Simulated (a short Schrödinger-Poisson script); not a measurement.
# Symmetric double-gate stack, SiO2 on p-type InP

System: symmetric double-gate stack, SiO2 on p-type InP, at 400 K.

```tsv
layer	material	thickness (nm)	Na (cm⁻³)
1	SiO2	2.1	-
2	InP	2	4e15
3	SiO2	2.1	-
```

The device is made up for the run: typed textbook-type constants, with dimensions and the other settings drawn at random. SiO2: permittivity 3.9, conduction-band edge (eV) 3.48, gap (eV) 9, electron mass (mₑ) 0.5. InP: permittivity 12.5, conduction-band edge (eV) 0, gap (eV) 1.344, Nv at 300 K (cm⁻³) 1.1e19.

Channel valleys (confinement mass, in-plane density-of-states mass, number): Γ 0.08, 0.08, 1. At the gates, both at one voltage, the conduction-band edge of layer 1 lies 3.96 eV − eVg above the Fermi level of the channel. Gaps are held at their typed values at every temperature. Mesh 0.03 nm at interfaces.

From a short Schrödinger-Poisson script (our own, NumPy): 1D Poisson equation in equilibrium, electrons quantum, Hartree (BenDaniel-Duke, 12 states a valley, the channel's in-plane mass for all, wave functions free to enter the dielectric), parabolic valleys, classical holes, full ionisation, no traps, pinning or gate leakage.

| Vg (V) | electrons (cm⁻²) | C (μF/cm²) | Γ E0 (meV) | Γ E1 (meV) |
|---|---|---|---|---|
| 0.5 | 6.02e7 | < 0.003 | 339.8 | 1774.7 |
| 0.7 | 1.92e10 | 0.0873 | 140.8 | 1575.6 |
| 0.9 | 9.78e11 | 1.55 | -10.0 | 1423.5 |
| 1.1 | 3.23e12 | 1.93 | -94.5 | 1336.0 |
| 1.3 | 5.67e12 | 1.97 | -169.4 | 1257.9 |
| 1.5 | 8.13e12 | 1.97 | -243.3 | 1180.7 |
| 1.7 | 1.06e13 | 1.97 | -317.0 | 1103.7 |
| 1.9 | 1.31e13 | 1.97 | -390.7 | 1026.6 |

Gate voltages with under 1e6 electrons/cm² are left out.

Subbands count from the Fermi level. The capacitance is that of both gates.

Above a few 1e12 electrons/cm² a light Γ valley is non-parabolic and upper valleys begin to fill, which the model leaves out.
